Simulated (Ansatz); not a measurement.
Start from MgTe in the wurtzite structure (space group P6_3mc, No. 186; a = 4.6086 Å, c = 7.5008 Å).

All numbers come from PBE (Ansatz, a quantum-chemistry and plane-wave program, PAW, spin-orbit coupling left out), earlier PAW set.

Base values:

- Pressure: -0.1 kbar

Modification: every lattice vector is shortened by 1.04 %; the atoms relax in the strained cell.

### Question
Predict the new energy relative to the base and pressure.

### Answer
The energy increases by 3.6 meV/atom; the pressure (mean of the normal stresses, compression positive) increases by 11.34 kbar to 11.3 kbar.

Whether these cells are dynamically stable was not tested.
